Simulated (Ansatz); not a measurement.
# ZnSe: energy against volume

ZnSe (zinc blende, F-43m, 22.346 Å³/atom and stress up to 0.01 GPa in the relaxed cell, cube axes along x, y and z) under an equal strain ε along all three axes. PBEsol in Ansatz, a plane-wave DFT program (PAW, default set), 420 eV, 10×10×10 Γ-centred mesh, Fermi-Dirac smearing 0.05 eV; ions are relaxed, or left where forces stay under 0.02 eV/Å, within the symmetry of each cell.

Here V stands for volume and E for E less E0.

| volume (Å³/atom) | E less E0 (meV/atom) | pressure (GPa) |
|---|---|---|
| 21.0322 | 17.61 | 4.54 |
| 21.3558 | 9.73 | 3.28 |
| 21.6826 | 4.25 | 2.11 |
| 22.0128 | 1.05 | 1.02 |
| 22.3463 | 0.00 | 0.00 |
| 22.6832 | 1.00 | -0.94 |
| 23.0235 | 3.93 | -1.81 |
| 23.3671 | 8.71 | -2.63 |
| 23.7141 | 15.22 | -3.38 |
| 24.4184 | ? | ? |

Q: Using the third-order Birch-Murnaghan form, a cubic in V^(-2/3), estimate the missing E at V = 24.4184 from the other rows, showing the fit.

A: With u = V^(-2/3) - 0.126, the rows have u = 0.005243, 0.003914, 0.002605, 0.001316, 0.000046, -0.001205, -0.002438, -0.003652, -0.004848. Least squares gives E = 0.001 - 53.7·u + 643342·u² + 1421343·u³. Residuals (row less fit): 0.001, -0.002, -0.002, 0.002, 0.000, 0.003, -0.005, 0.002, 0.000; standard error 0.003 (degrees of freedom: 5). Its minimum lies at u = 0.000042, so V0 = (0.126042)^(-3/2) = 22.35. There d²E/du² = 1287000 and d³E/du³ = 8528000, so B0 = (4/9) × 22.35^(-7/3) × 1287000 × 0.160218 = 65.2 GPa (the last factor turns the table's units into GPa), and B0' = 4 + (2/3) × 0.126042 × (8528000)/1287000 = 4.6. B0' rests on the cubic coefficient alone and has a standard error of 0.1 from these residuals. At the withheld row, u = -0.007189, so E = 0.001 - 53.7 × (-0.007189) + 643342 × (-0.007189)² + 1421343 × (-0.007189)³ = 33.108 meV/atom. The calculation gives 33.10 meV/atom, 0.008 meV/atom below the prediction (0.0 % of the range of E in the table). The row lies outside the fitted rows, so this is an extrapolation. The scatter of the fitted rows lies at the last printed digit.

Other structures, which can take over under pressure, weren't tried. The same form fitted to the pressure column gives B0' = 4.6; series where the two differ by over 0.4 aren't shown. Rows are the converged runs of the series near zero and its far end, less any whose ions stayed unrelaxed beside relaxed ones; series whose fitted rows scatter by over a few per cent of the range, as at a crossing or softening among them, aren't shown in this form.
